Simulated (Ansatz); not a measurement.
Defect: interstitial Ca in rock-salt CaO, charge state +2. The step: several atoms move together, Ca the farthest; the atom moves 1.98 Å along (0.19, 0.19, 0.31) of the unit cell; the moving atom starts with neighbours Ca at 2.57; 3 O at 2.21, 3 O at 2.74 Å and ends with 4 Ca at 2.58; 4 O at 2.12 Å. A PBE band in Ansatz (plane-wave PAW, the Γ point alone, 64 host sites, 46 SCF runs with any check of the saddle's order, static, no finite-size correction) gives a forward barrier of 1.21 eV. The saddle point's order was not checked, and it lies on a symmetry element of the cell, where a band can be held. The charge state is imposed; whether it is stable for some Fermi level was not computed. Sites that were not tried may lie lower.

Single points at the band's start and saddle point can refine it. Rough cost of one point, in units of the band's mean SCF on the same machine:

```tsv
Level	Cost of one point
PBE, a 2×2×2 k-point mesh shifted by half a step	about 10
r2SCAN at 500 eV, the Γ point alone	about 3
```

### Question
Which of these move the barrier by more than 0.1 eV, and how far does each move it?

### Answer
PBE, a 2×2×2 k-point mesh shifted by half a step: +0.17 eV; r2SCAN at 500 eV, the Γ point alone: +0.06 eV. Each functional is compared with PBE at the same k-points.

Ansatz is a quantum-chemistry and plane-wave program.
